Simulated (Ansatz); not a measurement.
An Ansatz (a quantum-chemistry and plane-wave program) run: Ge with a change (x(Si) = 0.25, 8 atoms, Pmma); r2SCAN (Ansatz), no SOC.

Input:

Ansatz 0.2 input:
```yaml
crystal:
  lattice:
    - [3.9665475008, 0, 0]
    - [0, 3.9665580705, 0]
    - [0, 0, 11.209112855]
  atoms:
    - { symbol: Ge, position: [0.75, 0, 0.5642285643] }
    - { symbol: Si, position: [0.25, 0.5, 0.3137273733] }
    - { symbol: Ge, position: [0.75, 0, 0.063607332] }
    - { symbol: Ge, position: [0.25, 0.5, 0.8084312748] }
    - { symbol: Ge, position: [0.25, 0, 0.4357714357] }
    - { symbol: Ge, position: [0.75, 0.5, 0.1915687252] }
    - { symbol: Ge, position: [0.25, 0, 0.936392668] }
    - { symbol: Si, position: [0.75, 0.5, 0.6862726267] }
basis: { ecutwfc: 500, ecutrho_ratio: 4, xc_grid: 4, fft_grid_basis: typed }
kpoints: { mp_grid: { grid: [8, 8, 3] } }
hamiltonian:
  xc: r2scan
  dispersion: none
  pseudopotentials: { kind: paw }
scf: { occupations: { method: fermi_dirac, width: 0.05 }, convergence: { dr2_threshold: 0.0000000008 } }
output: { forces: true, stress: true }
checkpoint: { write: state.ck, write_every: 1000 }
```

Output (explanatory and most iteration lines left out):

```
Pseudopotential: Ge, paw, valence charge 14
Pseudopotential: Si, paw, valence charge 4
Crystal: 8 atoms, lattice volume = 176.359 Å³
Basis set: ecut = 500 eV, 4481 PW (Γ), exchange–correlation on 120×120×360 points (64 copies of the dense FFT grid, shifted against one another)
Bands: 54, of which v1, the nominal top of the filled ones, is band 46 counted from 1 (45 counted from 0)
Symmetry: 8 space group operations
Space group: Pmma (ITA 51), of the structure as read, at distance tolerance 5.6e-5 Å
k-points: 50 of 192
Functional: x = r2scan, c = r2scan; τ floored in thin density (d = 2e-4 eV/Å³)
SCF iter   1: F=—  HF=-27095.462293 eV  |F-HF|=—  |Δ(HF+E_count)|=         —  Δρ=6.21e-3  dr2=5.61e-2  dr2_τ=2.41e-2  ethr=1.77e-3  ⟨swp⟩=6.5  Hψ=10051  notcnv=0  defer=1
SCF iter   2: F=—  HF=-27095.495107 eV  |F-HF|=—  |Δ(HF+E_count)|=   3.28e-2  Δρ=1.66e-3  dr2=5.61e-3  dr2_τ=1.21e-4  ethr=6.10e-5  ⟨swp⟩=2.9  Hψ=5859  notcnv=0  defer=99
SCF 1 converged in 9 iterations: F = -27095.494018 eV  dr2 = 4.14e-10
SCF converged after 9 iterations
Free energy (F): -27095.494018 eV
Internal energy: -27095.493959 eV  (E = F + TS)
E sigma→0 (E₀):  -27095.493989 eV
Entropy (-TS):   -0.000059 eV (-0.007 meV/atom)
Fermi energy:    8.139867 eV
--- Forces (eV/Å), atoms counted from 1 ---
  atom   1  Ge     0.00000000     0.00000000     0.00013697
  atom   2  Si     0.00000000     0.00000000     0.00011839
  atom   3  Ge     0.00000000     0.00000000    -0.00010777
  atom   4  Ge     0.00000000     0.00000000     0.00001571
  atom   5  Ge    -0.00000000     0.00000000    -0.00013697
  atom   6  Ge    -0.00000000     0.00000000    -0.00001571
  atom   7  Ge    -0.00000000     0.00000000     0.00010777
  atom   8  Si    -0.00000000     0.00000000    -0.00011839
--- Stress (GPa, compression-positive) ---
        0.000323       0.000000      -0.000000
        0.000000      -0.000147      -0.000000
       -0.000000      -0.000000       0.001407
  P = ⅓ Tr σ = 0.0005 GPa (0.005 kbar)
```

These are small ordered cells, not random alloys; other orderings at the same x differ. No phonon test of stability was made. The cell was made from Ge by this change: x(Si) = 0.25, 8 atoms, Pmma.
